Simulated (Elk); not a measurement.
Worked example: self-consistent single point of InO (P6_3mc, 4 atoms in the cell) in Elk.

Computed with Elk with LDA (PW92), all-electron FP-LAPW, Elk's shipped species files, APW+lo basis with extra local orbitals.

The change in words: lattice scaled by 0.98. Reference geometry:
```xyz
4
Lattice="3.6898 0.0000 0.0000 -1.8449 3.1955 0.0000 0.0000 0.0000 6.0861" Properties=species:S:1:pos:R:3 pbc="T T T"
In     0.0000     2.1303     0.0046
In     1.8449     1.0652     3.0476
O      0.0000     2.1303     2.2778
O      1.8449     1.0652     5.3208
```

Reference input (self-consistent single point, DFT, LDA (PW92), all-electron FP-LAPW, Elk's shipped species files, APW+lo basis with extra local orbitals): rgkmax = 7.5; swidth = 0.00367493 Ha; ngridk = 10 10 6; tforce = true; gmaxvr = 18 1/bohr; lmaxapw = 10; lmaxo = 8; nxlo = 2; lorbcnd = true; lradstp = 2; nrmtscf = 2; rmtscf = 0.91. This run's input differs from it in these lines:

```diff
@@ -43,8 +43,8 @@
 scale
-  6.972768675
+  6.83331264
 
 avec
-    1.0000000000   -0.0000000176    0.0000000000
-   -0.4999999848    0.8660254126    0.0000000000
-    0.0000000000    0.0000000000    1.6494173278
+    1.0000000000    0.0000000483    0.0000000000
+   -0.5000000419    0.8660253796    0.0000000000
+    0.0000000000    0.0000000000    1.6494175981
```

The program printed (abridged):

```
│ Self-consistent loop started │
│ Loop number : 1 │
 total energy                :     -11911.9851304
│ Loop number : 2 │
 total energy                :     -11912.0587342
RMS change in Kohn-Sham potential (target) :   0.2431498596     (  0.1000000000E-05)
Absolute change in total energy (target)   :   0.7360379509E-01 (  0.1000000000E-03)
│ Loop number : 3 │
 total energy                :     -11911.5423639
RMS change in Kohn-Sham potential (target) :   0.1526035707     (  0.1000000000E-05)
Absolute change in total energy (target)   :   0.4979692660     (  0.1000000000E-03)
│ Loop number : 4 │
   [... lines left out ...]
Absolute change in total energy (target)   :   0.1405997476E-02 (  0.1000000000E-03)
│ Loop number : 14 │
 total energy                :     -11905.8066918
RMS change in Kohn-Sham potential (target) :   0.4207149947E-06 (  0.1000000000E-05)
Absolute change in total energy (target)   :   0.3523466894E-03 (  0.1000000000E-03)
│ Loop number : 15 │
 total energy                :     -11905.8066781
RMS change in Kohn-Sham potential (target) :   0.5476781432E-07 (  0.1000000000E-05)
Absolute change in total energy (target)   :   0.7443783579E-04 (  0.1000000000E-03)
Convergence targets achieved

│ Loop number : 16 │

Energies :
 Fermi                       :     0.242399610381
 total energy                :     -11905.8066766

Density of states at Fermi energy :    41.16932052
 (states/Hartree/unit cell)

Estimated indirect band gap :   0.2448783503E-02
 from k-point     77 to k-point     48
Estimated direct band gap   :   0.3549022400E-01
 at k-point     62

Charges :
 core                        :    64.00000000
 valence                     :    50.00000000
 interstitial                :    6.040897759
 muffin-tins (core leakage)
  species :    1 (In)
   atom    1                 :    46.80947109     (  0.4939969857E-03)
   atom    2                 :    46.80947109     (  0.4939969857E-03)
  species :    2 (O)
   atom    1                 :    7.170080035     (  0.7748247377E-07)
   [... lines left out ...]
   total force               :     0.00000000   -0.00000000    0.00024250
   total magnitude           :     0.00024250
  atom :    2
   Hellmann-Feynman          :     0.00000000    0.00000000    0.00039121
   IBS                       :    -0.00000000   -0.00000000   -0.00014871
   total force               :     0.00000000    0.00000000    0.00024250
   total magnitude           :     0.00024250
```

The run converged in 16 iterations. The count includes the last loop, which Elk runs after its targets are met. Against the reference run the free energy goes down by 26.0 meV/atom.

The starting cell comes from a database of computed structures (which also holds hypothetical and non-ambient phases and stackings), without a prior relaxation at this level. For this run, on top of that: lattice scaled by 0.98. Values depend on the basis (sphere radii, cutoffs, local orbitals), which need not be converged. The run gives no clean gap (levels at the Fermi energy touch, overlap or are partly filled at this smearing), which alone does not show that the compound is a metal. The log's line on a gap gives a spacing of levels on this mesh, which the program prints for metals too.

Cost on one core of a shared machine: roughly 9 min.
